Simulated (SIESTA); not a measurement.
Band structure of ZnO (P6_3mc, 4 atoms in the cell).

```
ZnO
1.0
    3.23735     0.00000     0.00000
   -1.61868     2.80363     0.00000
    0.00000     0.00000     5.22206
Zn O
2 2
Direct
  0.66667   0.33333   0.50059
  0.33333   0.66667   0.00059
  0.66667   0.33333   0.87972
  0.33333   0.66667   0.37972
```

Computed with GGA PBE, numerical atomic orbitals DZP, PseudoDojo PBE standard norm-conserving potentials (rewritten from UPF to PSML) (SIESTA).

Settings: XC.functional = GGA; XC.authors = PBE; potentials = PseudoDojo PBE standard; PAO.BasisSize = DZP; PAO.EnergyShift = 0.01 Ry; MeshCutoff = 300 Ry; kgrid.MonkhorstPack = 8 8 5; OccupationFunction = FD; ElectronicTemperature = 20 meV; MaxSCFIterations = 150; SCF.Mixer.Method = Pulay; SCF.Mixer.Weight = 0.25; SCF.Mixer.History = 8; SCF.DM.Tolerance = 1.0E-04.

The starting cell comes from a database of computed structures (which also holds hypothetical and non-ambient phases and stackings), without a prior relaxation at this level. Values carry the incompleteness of an atom-centred basis.

**Question.** Predict the gap along the standard path and the places of the band edges.

**Answer.** The gap along the path is 1.13 eV, direct at Γ to within 0.01 eV.

Levels in eV from the top of the valence band on the path, bands 23 to 27:
| point | 23 | 24 | 25 | 26 | 27 |
|---|---|---|---|---|---|
| Γ | -0.78 | -0.06 | 0.00 | 0.00 | 1.13 |
| M | -2.84 | -2.24 | -1.30 | -0.84 | 6.49 |
| K | -3.62 | -1.93 | -1.93 | -1.73 | 8.48 |
| A | -0.39 | -0.39 | -0.39 | -0.39 | 3.87 |
| L | -1.50 | -1.50 | -1.37 | -1.37 | 6.36 |
| H | -2.72 | -2.72 | -1.24 | -1.24 | 8.67 |

Higher empty bands are left out: an atom-centred basis made for the valence describes them poorly.
